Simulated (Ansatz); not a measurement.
The parent structure is Al₂O₃ in the corundum structure (space group R-3c, No. 167; a = 4.7577 Å, c = 12.9923 Å (hexagonal axes)). Axes: x lies along a and z along c of the hexagonal cell.

Computed with r2SCAN, PAW, 500 eV (Ansatz, a first-principles code; no spin-orbit coupling), earlier PAW set.

Perturbation: biaxial strain −2.52 %, plane normal [001], relaxed out of plane (Cartesian); in-plane vectors clamped, the third vector and the atoms free.

How does this affect the energy relative to the base?

The energy grows by 21 meV/atom.

Estimate the effect on the out-of-plane strain.

The out-of-plane strain is +1.22 %.

Whether these cells are dynamically stable was not tested.
